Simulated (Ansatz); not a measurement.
This concerns the energy of the reaction as written. Reaction: cell A → Mg (hcp) + H2 (gas). Negative: the products are lower in energy.

Cell A: a sheet of composition MgH2, 3 atoms, hexagonal cell of 3.02 Å (7.9 Å²), symmetry P-3m1 within 0.02 Å, 1.9 Å thick under 16 Å of vacuum, in-plane vectors relaxed; planes from bottom to top: H | Mg | H; a model cell; spin state with PBE: run without spin, k-point mesh 18×18×1.
```
MgH2
1.0
    3.01684     0.00000     0.00000
   -1.50842     2.61266     0.00000
    0.00000     0.00000    18.30995
Mg H
1 2
Direct
  0.00000   0.00000   0.50000
  0.33333   0.66667   0.55092
  0.66667   0.33333   0.44908
```

Reference: Mg (hcp, P6₃/mmc), 2 atoms in the cell, k-point mesh 24×24×12 on the run's own vectors. Conventional cell: a = b = 3.195 Å, c = 5.196 Å, α = β = 90.00°, γ = 120.00°.

Reference: an isolated H2 molecule (singlet) in a box of 11 × 11 × 13 Å.

All numbers come from Ansatz (a program for electronic structure), plane waves with PAW, its PAW set soft_1, cutoff 420 eV, 500 eV for r2SCAN. The structures are at rest with PBE; other levels are single points on them. HSE06 runs on coarser k-point meshes, mended by the PBE difference between the two meshes. Some cells are metallic or hold partly filled levels, where a hybrid on a coarse mesh is less sure. Neutral cells; Fermi-Dirac smearing of at most 0.10 eV in the solids, energies taken to zero width. The lattices are those relaxed with PBE, so at other levels the solids can be strained, which adds to the spread. A dispersion term (D3(BJ), or D4 for r2SCAN) was computed beside these levels and is taken off wherever the name lacks it. Nuclei at rest; no vibrational terms. Cell A has symmetry P-3m1 within 0.02 Å and got no random move, so less symmetric positions, which may lie lower, weren't tried.

**Question.** Give the value at the level r2SCAN.

**Answer.** 0.56 eV, for cell A → Mg (hcp) + H2 (gas).

**Question.** What do the other levels give, and how wide is the spread?

**Answer.** 
```
Functional  value (eV)  less r2SCAN
----------  ----------  -----------
PBE               0.37        -0.19
HSE06             0.48        -0.08
```

The levels shown span 0.19 eV, from PBE (0.37) to r2SCAN (0.56).
